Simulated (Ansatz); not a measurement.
```xyz
3
Lattice="4.2902 0.0000 0.0000 -2.1451 3.7154 0.0000 0.0000 0.0000 4.7061" Properties=species:S:1:pos:R:3 pbc="T T T"
Sr     0.0000     0.0000     0.0000
Ga     0.0000     2.4769     2.3530
Ga     2.1451     1.2385     2.3530
```

SrGa2 (P6/mmm), PBEsol, DFPT electron-phonon coupling, linearised Boltzmann equation (plane waves, PAW, scalar-relativistic; Ansatz, a quantum-chemistry and plane-wave program): the phonon-limited resistivity at 300 K is 24.2 μΩ·cm (x, the basal plane), 24.2 μΩ·cm (y, the basal plane), 57.4 μΩ·cm (z, c). Third figures are kept for the arithmetic.

Q: How anisotropic is it, and between which bounds lies a dense polycrystal with random grains and no boundary scattering?

A: Largest over smallest: 2.4. Upper bound, grains in series: (24.2 + 24.2 + 57.4)/3 = 35 μΩ·cm. Lower bound, grains side by side: 3/Σ(1/ρ) = 30 μΩ·cm. The best single-crystal direction lies 19 % under the lower bound.

Q: The current-weighted mean free path is 7.18 nm along x and 6.63 nm along z. How does ρ₀ℓ differ between these directions?

A: x: 24.2 × 7.18 = 17.4×10⁻¹⁶ Ω·m²; z: 57.4 × 6.63 = 38×10⁻¹⁶ Ω·m², a ratio of 2.2. The size effect in a wire also hangs on the velocities towards its walls, so the isotropic formulas don't carry over to this crystal.

A metal at this level (no band gap). Only scattering by harmonic phonons is included (no impurities, grain boundaries, electron-electron scattering or thermal expansion). Spin-orbit coupling is left out. Halving the electron mesh (24x24x20) moves the resistivity by up to 5 % at 300 K, the mean free path by up to 5 %. Smearing 0.20 eV; phonons on a 4x4x3 q mesh, which this run doesn't test.

Computed structure with no diffraction record at hand here (it may be known, metastable or hypothetical): SrGa2 (P6/mmm).
